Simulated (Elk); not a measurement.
Band structure of TiNbB₄ (P6/mmm, 6 atoms in the cell).

```yaml
crystal:
  lattice:
    - [3.08703, 0.00000, 0.00000]
    - [-1.54351, 2.67345, 0.00000]
    - [0.00000, 0.00000, 6.59943]
  atoms:
    - { symbol: Ti, position: [0.00000, 0.00000, 0.50000] }
    - { symbol: Nb, position: [0.00000, 0.00000, 0.00000] }
    - { symbol: B, position: [0.33333, 0.66667, 0.74077] }
    - { symbol: B, position: [0.66667, 0.33333, 0.25923] }
    - { symbol: B, position: [0.66667, 0.33333, 0.74077] }
    - { symbol: B, position: [0.33333, 0.66667, 0.25923] }
```

Computed with PBEsol, all-electron FP-LAPW, Elk's shipped species files, default APW+lo basis (Elk).

Settings: xctype = 22; swidth = 0.00367493 Ha; ngridk = 10 10 4; maxscl = 100.

The starting cell comes from a database of computed structures (which also holds hypothetical and non-ambient phases and stackings), without a prior relaxation at this level. Its lattice was rescaled by a random factor within 2.5 % of one. Spin polarisation is off. Values depend on the basis (sphere radii, cutoffs, local orbitals), which need not be converged.

Levels in eV from the Fermi level, bands 15 to 22:
| point | 15 | 16 | 17 | 18 | 19 | 20 | 21 | 22 |
|---|---|---|---|---|---|---|---|---|
| Γ | -2.85 | -1.36 | -1.36 | -1.07 | -1.07 | -0.47 | -0.47 | 1.05 |
| M | -4.25 | -3.87 | -3.41 | -3.28 | 0.72 | 2.12 | 2.33 | 2.37 |
| K | -3.86 | -3.86 | -2.88 | -2.88 | 0.61 | 0.61 | 1.42 | 2.19 |
| A | -2.68 | -2.68 | -1.00 | -0.33 | -0.33 | -0.05 | 0.02 | 0.02 |
| L | -4.40 | -4.34 | -3.27 | -3.08 | 0.96 | 1.13 | 2.40 | 2.52 |
| H | -3.70 | -3.70 | -3.38 | -3.38 | 1.78 | 1.85 | 2.26 | 2.26 |

Bands cross the Fermi level along this path, so the cell is metallic at this level.
